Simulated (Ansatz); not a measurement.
We consider ScBeNO (model structure, started from the AlSiCN type, P3m1, No. 156, 4 atoms in the cell), described by LDA (plane waves, PAW; Ansatz, a program for electronic structure).

Numerical settings: plane-wave cutoff 520 eV, 12×12×8 k mesh (along the axes of the cell as run), Fermi–Dirac smearing 0.01 eV, scalar-relativistic PAW data made under PBE.

Cell (relaxed with PBE-D3(BJ)):

```cif
data_BeNOSc
_chemical_formula_sum 'Sc1 Be1 O1 N1'
_space_group_name_H-M_alt 'P3m1'
_space_group_IT_number 156
_space_group_name_Hall 'P 3 -2"'
_cell_length_a 3.24825
_cell_length_b 3.24825
_cell_length_c 4.85457
_cell_angle_alpha 90.000
_cell_angle_beta 90.000
_cell_angle_gamma 120.000
loop_
_atom_site_label
_atom_site_type_symbol
_atom_site_symmetry_multiplicity
_atom_site_Wyckoff_symbol
_atom_site_fract_x
_atom_site_fract_y
_atom_site_fract_z
_atom_site_occupancy
Sc1 Sc 1 b 0.33333 0.66667 0.51760 1
Be1 Be 1 c 0.66667 0.33333 0.98597 1
O1 O 1 b 0.33333 0.66667 0.09251 1
N1 N 1 c 0.66667 0.33333 0.65390 1
```

Question: What does this level give for the band gap, smallest direct gap on the k points sampled and direct gap at Γ?

Answer: 
band gap: 3.07 eV (indirect)
smallest direct gap on the k points sampled: 3.31 eV
direct gap at Γ: 4.16 eV

Note: the relaxation could raise the start's symmetry but not lower it, so the cell can be a saddle point; cell and atoms aren't relaxed at this level (largest force component 0.13 eV/Å, pressure -4.9 GPa).

A model structure was made by putting elements into a prototype or built by hand; it is no filed structure, need not be a known phase, and can be a saddle point held by its symmetry.
